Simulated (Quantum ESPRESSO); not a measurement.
# What a tighter setting buys: conv_thr, CsPbBr3 (Amm2, 10 atoms in the cell)

Cell: a = 6.0374 Å, b = 8.2169 Å, c = 8.2169 Å, α = 90.05°, β = 90.00°, γ = 90.00°.

Level of theory: PBEsol, PseudoDojo standard norm-conserving (PBESOL) pseudopotentials (plane waves; Quantum ESPRESSO).

Base settings: ecutwfc = 65 Ry; occupations = fixed; potentials = {Cs: Cs.upf, Pb: Pb.upf, Br: Br.upf}; K_POINTS = automatic 5 4 4 0 0 0; nbnd = 50; conv_thr = 1e-10 Ry; mixing_beta = 0.3.

Misses are taken against the tightest run, 1e-10 Ry, which need not be fully converged itself.

The count of work is k-points × plane waves × bands × iterations; it is no time, and leaves out set-up, grids and terms that scale otherwise. Core times come from one kind of shared machine and are given to one figure; runs under 30 s give none.

The starting cell comes from a database of computed structures (which also holds hypothetical and non-ambient phases and stackings), without a prior relaxation at this level. Spin-orbit coupling is off.

The runs (conv_thr): 0.0073 Ry | 0.00073 Ry | 7.3e-05 Ry | 7.3e-06 Ry | 7.3e-07 Ry | 1e-10 Ry.

**Question.** Which is the coarsest setting among those run that, with all tighter ones, holds the force on any atom within 0.02 eV/Å of the reference, and what does it save?

**Answer.** 7.3e-05 Ry, off by 0.0055 eV/Å; its saving against the reference is no more than about a factor of 2 in time.

**Question.** Which is the coarsest setting among those run that, with all tighter ones, holds the force on any atom within 0.005 eV/Å of the reference, and what does it save?

**Answer.** 7.3e-06 Ry, off by 0.0018 eV/Å; its saving against the reference is no more than about a factor of 2 in the count of work.

**Question.** What does the step from 0.0073 Ry to 7.3e-07 Ry buy?

**Answer.** It takes the miss in the force on any atom from 0.045 to 0.0021 eV/Å, for 2.7 times the count of work and roughly 3 times the time.

```csv
conv_thr,largest difference in the force on any atom (eV/Å),gap on the mesh less reference (eV),count of work / reference,core time / reference (rough)
0.0073 Ry,0.045,-0.035,0.25,0.3
0.00073 Ry,0.027,0.011,0.33,0.5
7.3e-05 Ry,0.005,-0.001,0.42,0.5
7.3e-06 Ry,0.002,0.001,0.58,0.7
7.3e-07 Ry,0.002,0.000,0.67,0.7
1e-10 Ry,0.000,0.000,1.0,1
```

Left out of this page: 4 runs of the series outside the window shown, repeating another row's setting, or not comparable.
